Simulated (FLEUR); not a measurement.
# Worked example: self-consistent single point of NbC (P6_3/mmc, 4 atoms in the cell) in FLEUR

Method of the run: PBEsol, all-electron FLAPW (FLEUR), scalar-relativistic valence.

Input as run:

Input of the input generator:

```
NbC
&input film=f /
1.0000000000 0.0000000435 0.0000000000
-0.5000000377 0.8660253820 0.0000000000
0.0000000000 0.0000000000 1.2035711662
6.9711493801
1.0 1.0 1.0

4
41 0.3333333333 0.6666666667 0.2500000000
41 0.6666666667 0.3333333333 0.7500000000
6 0.3333333333 0.6666666667 0.7500000000
6 0.6666666667 0.3333333333 0.2500000000

&comp jspins=1 /
&exco xctyp='PBEs' /
&kpt div1=8 div2=8 div3=6 gamma=t /
&end /
```

```xml
<?xml version="1.0" encoding="UTF-8" standalone="no"?>
<fleurInput fleurInputVersion="0.39">
   <comment>
      NbC                                                                                                 
   </comment>
   <calculationSetup>
      <cutoffs Kmax="4.4" Gmax="17.6" GmaxXC="17.6" numbands="0"/>
      <scfLoop itmax="80" minDistance="0.00001" maxIterBroyd="15" imix="Anderson" alpha="0.05" precondParam="0.0" spinf="2.0"/>
      <coreElectrons ctail="T" frcor="F" kcrel="0" coretail_lmax="0"/>
      <xcFunctional name="PBEs" relativisticCorrections="F"/>
      <magnetism jspins="1"/>
      <soc l_soc="F" theta="0.0" phi="0.0" spav="F"/>
      <expertModes spex="0" secvar="F"/>
      <geometryOptimization l_f="T" forcealpha="1.0" forcemix="BFGS" epsdisp="0.00001" epsforce="0.00001"/>
      <ldaU l_linMix="F" mixParam="0.05" spinf="1.0"/>
   </calculationSetup>
   <cell>
      <bzIntegration valenceElectrons="34.0" mode="hist" fermiSmearingEnergy="0.00499791">
         <kPointListSelection listName="default-1"/>
         <!-- k-points included here -->
         <xi:include xmlns:xi="http://www.w3.org/2001/XInclude" href="kpts.xml"> </xi:include>
      </bzIntegration>
      <!-- symmetry operations included here -->
      <xi:include xmlns:xi="http://www.w3.org/2001/XInclude" href="sym.xml"> </xi:include>
      <bulkLattice scale="1.0">
         <bravaisMatrix>
            <row-1>    6.9711493801000000     0.0000003032449980     0.0000000000000000</row-1>
            <row-2>   -3.4855749528623319     6.0371923048801657     0.0000000000000000</row-2>
            <row-3>    0.0000000000000000     0.0000000000000000     8.3902743891613643</row-3>
         </bravaisMatrix>
      </bulkLattice>
   </cell>
   <atomSpecies>
      <species name="Niobium (Nb)" element="Nb" atomicNumber="41">
         <mtSphere radius="2.40" gridPoints="829" logIncrement="0.015"/>
         <atomicCutoffs lmax="10" lnonsphr="8"/>
         <electronConfig flipSpins="F">
            <coreConfig>(1s1/2) (2s1/2) (2p1/2) (2p3/2) (3s1/2) (3p1/2) (3p3/2) (3d3/2) (3d5/2)</coreConfig>
            <valenceConfig>(4s1/2) (4p1/2) (4p3/2) (5s1/2) (4d3/2) (4d5/2)</valenceConfig>
            <stateOccupation state="(5s1/2)" spinUp="0.5" spinDown="0.5"/>
            <stateOccupation state="(4d3/2)" spinUp="0.8" spinDown="0.8"/>
            <stateOccupation state="(4d5/2)" spinUp="1.2" spinDown="1.2"/>
         </electronConfig>
         <energyParameters s="5" p="5" d="4" f="4"/>
         <lo type="SCLO" l="0" n="4" eDeriv="0"/>
         <lo type="SCLO" l="1" n="4" eDeriv="0"/>
      </species>
      <species name="Carbon (C)" element="C" atomicNumber="6">
         <mtSphere radius="1.36" gridPoints="471" logIncrement="0.022"/>
         <atomicCutoffs lmax="6" lnonsphr="4"/>
         <electronConfig flipSpins="F">
            <coreConfig>(1s1/2)</coreConfig>
            <valenceConfig>(2s1/2) (2p1/2) (2p3/2)</valenceConfig>
            <stateOccupation state="(2p1/2)" spinUp="0.3333333333333" spinDown="0.3333333333333"/>
            <stateOccupation state="(2p3/2)" spinUp="0.6666666666667" spinDown="0.6666666666667"/>
         </electronConfig>
         <energyParameters s="2" p="2" d="3" f="4"/>
      </species>
   </atomSpecies>
   <atomGroups>
      <atomGroup species="Niobium (Nb)">
         <relPos label="                   1">1.000/3.000 -1.000/3.000 1.000/4.000</relPos>
         <relPos label="                   2">-1.000/3.000 1.000/3.000 -1.000/4.000</relPos>
         <force calculate="T" relaxXYZ="TTT"/>
      </atomGroup>
      <atomGroup species="Carbon (C)">
         <relPos label="                   3">1.000/3.000 -1.000/3.000 -1.000/4.000</relPos>
         <relPos label="                   4">-1.000/3.000 1.000/3.000 1.000/4.000</relPos>
         <force calculate="T" relaxXYZ="TTT"/>
      </atomGroup>
   </atomGroups>
   <output dos="F" band="F" slice="F">
      <checks vchk="F" cdinf="F"/>
      <bandDOS minEnergy="-.5*Htr" maxEnergy="0.5*Htr" sigma="0.015" storeEVData="T"/>
      <vacuumDOS vacdos="F" integ="F" star="F" nstars="0" locx1="0.0" locy1="0.0" locx2="0.0" locy2="0.0" nstm="0" tworkf="0.0"/>
      <unfoldingBand unfoldBand="F" supercellX="1" supercellY="1" supercellZ="1"/>
      <plotting iplot="0" polar="F">
         <plot TwoD="T" vec1="  1.0  0.0  0.0" vec2="  0.0  1.0  0.0" vec3="  0.0  0.0  1.0" zero="  0.0  0.0  0.0" file="plot"/>
      </plotting>
      <chargeDensitySlicing numkpt="0" minEigenval="0.0" maxEigenval="0.0" nnne="0" pallst="F"/>
      <specialOutput eonly="F"/>
      <magneticCircularDichroism mcd="F" energyLo="-10.0" energyUp="0.0"/>
   </output>
  <!-- We include the file relax.xml here to enable relaxations (see documentation) -->
  <xi:include xmlns:xi="http://www.w3.org/2001/XInclude" href="relax.xml"> <xi:fallback/> </xi:include>
</fleurInput>
```

Log, with long lists cut:

```
      Welcome to FLEUR        (www.flapw.de)
      MaX-Release 8.1          (www.max-centre.eu)

 ========== k-point set info ==========
 Selected k-point list: default-1
 k-point list type: mesh
 8 x 8 x 6
 Number of k points: 40

 ------------Calculation Setup---------------------------
           1           2           4           5           8          10          20          40
 Number of basis functions:          542
 Iteration:     1   Distance:      30.91678528 me/bohr^3
 Iteration:     2   Distance:      26.09843699 me/bohr^3
 Iteration:     3   Distance:       8.65417152 me/bohr^3
 Iteration:     4   Distance:       8.37691816 me/bohr^3
 Iteration:     5   Distance:       1.87238031 me/bohr^3
 Iteration:     6   Distance:       1.42337858 me/bohr^3
   [... 7 lines left out ...]
 Iteration:    14   Distance:       0.00012886 me/bohr^3
 Iteration:    15   Distance:       0.00003309 me/bohr^3
 Iteration:    16   Distance:       0.00003019 me/bohr^3
 Iteration:    17   Distance:       0.00001002 me/bohr^3
 Iteration:    18   Distance:       0.00000419 me/bohr^3

 Run finished successfully
 Stop message:
   Structural relaxation: Done

[file out, last iteration]
             iter=     19
          p o t e n t i a l   g e n e r a t o r
[...]
          integral of pseudo charge density inside the slab=        0.000000   0.000000
     coulomb potential in the interstitial region:
          density-coulomb potential integrals
          total density-coulomb potenti   -12217.0783527794
          density-effective potential integrals for spin  1
          total density-effective poten   -1.2537959876E+04
          charge density-energy density integrals
          total charge density-energy d   -2.4440919574E+02
 Updated energy parameters for spin:           1
  Atom    1 5s branch from -1.50 to  2.70 htr. ; e_l =  0.2515
  Atom    1 5p branch from -0.55 to  3.41 htr. ; e_l =  0.3622
  Atom    1 4d branch from -6.62 to  0.93 htr. ; e_l =  0.3822
  Atom    1 4f branch from -9.99 to  2.45 htr. ; e_l =  0.6203
  Atom    1 4s branch from-15.52 to -1.50 htr. ; e_l(l -1.5552
  Atom    1 4p branch from-12.14 to -0.55 htr. ; e_l(l -0.6820
  Atom    2 2s branch from -9.24 to  2.74 htr. ; e_l = -0.1858
  Atom    2 2p branch from -9.99 to  2.33 htr. ; e_l =  0.0147
  Atom    2 3d branch from -9.99 to  6.88 htr. ; e_l =  0.2209
  Atom    2 4f branch from -9.99 to 11.50 htr. ; e_l =  0.3807
[...]
 fermi energy and band-weighting factors:
at   0.00000   0.00000   0.00000   k-weight:    0.002604
   27 eigenvalues :
   -1.558219   -1.552632   -0.694631   -0.683063   -0.683063   -0.673271   -0.673271   -0.666670
    0.013315    0.055138    0.301868    0.301868    0.312235    0.312235    0.361812    0.429515
    0.429515    0.476533    0.485734    0.552678    0.552678    0.615826    0.719802    0.739264
    0.739264    0.748086    0.748086
   [... 2 blocks of this kind left out ...]

[...]
FERMIE:
          first approx. to ef    (T=0)  :   0.471882 htr   (energy of the highest occ. eigenvalue)
          number of occ. states  (T=0)  :        680
          first approx. to seigv (T=0)  :  -9.293514 htr
          sum of weights of occ. states :  17.059896
          sum of semicore charge        :   0.000000 e
FERHIS:  Fermi-Energy by histogram:
          bandgap                     :   0.003009 htr
          charge neutrality (T=0)     :   0.119792    (zero if the highest occ. eigenvalue is "entirely" occupied)
     EF_NEWTON:  Adjust Fermi-Energy by Newton-Method.
               Number of iterations needed  :   4
               The error in the weight is   :  0.40601E-10
               The error in ef is           : -0.16745E-11 htr
     -->  new fermi energy            :   0.469755 htr
          valence charge              :  34.000000 e
          actual charge blw ef-8kt    :  32.708333 e
          actual charge blw ef+8kt    :  34.000000 e
          number of occ. states       :       713
          sum of the valence weights  :   17.000000
          entropy         :   0.783510 *kb htr/K =   0.00000 htr/K
          sum of val. single particle energies:        -9.3482032116 htr
 Direct bandgap for spin            1 :    1.1361713057581269E-002  Htr
 at k-point           31  with k-vector   0.12500000000000000       0.37500000000000000       0.33333333333333331
          valence density: spin= 1
[...]
     l-like charge
     atom     s        p        d        f        total
 -->  1    2.19189  6.10724  2.45380  0.06744   10.83689
 -->  2    0.71627  1.26408  0.01009  0.00070    1.99125
          total charge for spin  1=   34.000000
          interst. charge =       8.343708
          mt charge=             10.836895    1.991251
          total charge  =   34.000000
          z= 41.     r(1)=  0.968888E-05     dx= 0.015000     m.t.index= 829
               n    l     j    energy       weight
               1.   0.   0.5 -689.8494      2.0000
               2.   0.   0.5  -95.9811      2.0000
               2.   1.   0.5  -88.0505      2.0000
   [... 6 lines left out ...]
          atom type    1  (spin 1)
          kinetic energy=  0.386962641457E+04     sum of the eigenvalues= -0.225609097362E+04
          0.00000431  electrons lost from core.
          z=  6.     r(1)=  0.439475E-04     dx= 0.022000     m.t.index= 471
               n    l     j    energy       weight
               1.   0.   0.5   -9.2422      2.0000
          atom type    2  (spin 1)
          kinetic energy=  0.317444635582E+02     sum of the eigenvalues= -0.184844635140E+02
          0.00017019  electrons lost from core.
          total charge for spin  1=   94.000000
          interst. charge =       8.344055
          mt charge=             38.836892    3.991081
          total charge  =   94.000000
          zc=    94.000000     qfix=    1.000000
     t o t a l  e n e r g y
          sum of eigenvalues =             -4558.4990774851
          density-coulomb potential int   -12217.0783527794
          density-effective potential i   -12537.9598756775
          charge density-ex.-corr.energ     -244.4091957438
          el.-nucl. inter. diff. m.t.       9196.8258244069
          Madelung term for atom type:       -50.2664150292
          el.-nucl. inter. diff. m.t.         82.5817492162
          Madelung term for atom type:        -9.5597281226
 ---->    total energy=                    -7712.7212907160 htr
 ---->    (input%tkb*entropy) TS=              0.0039159128 htr
 ---->    free energy=                     -7712.7252066288 htr
      extrapolation for T->0
 ---->    total electron energy=           -7712.7232486724 htr
 ***** TOTAL FORCES ON ATOMS *****
 TOTAL FORCE FOR ATOM TYPE=  1  X=  3.486   Y= -2.012   Z=  2.098
                       FX_TOT= 0.000000 FY_TOT= 0.000000 FZ_TOT= 0.000000
 TOTAL FORCE FOR ATOM TYPE=  2  X=  3.486   Y= -2.012   Z= -2.098
                       FX_TOT= 0.000000 FY_TOT= 0.000000 FZ_TOT= 0.000000
 Structural relaxation: Done
```

The run converged in 18 iterations. FLEUR gives forces in its relaxation mode, with a further iteration, so its stop message speaks of a relaxation.

The starting cell comes from a database of computed structures (which also holds hypothetical and non-ambient phases and stackings), without a prior relaxation at this level. Its lattice was rescaled by a random factor within 2.5 % of one. Spin polarisation is off. Values depend on the basis (sphere radii, cutoffs, local orbitals), which need not be converged. The log's line on a gap gives a spacing of levels on this mesh, which the program prints for metals too.

Cost on one core of a shared machine: roughly 70 s.
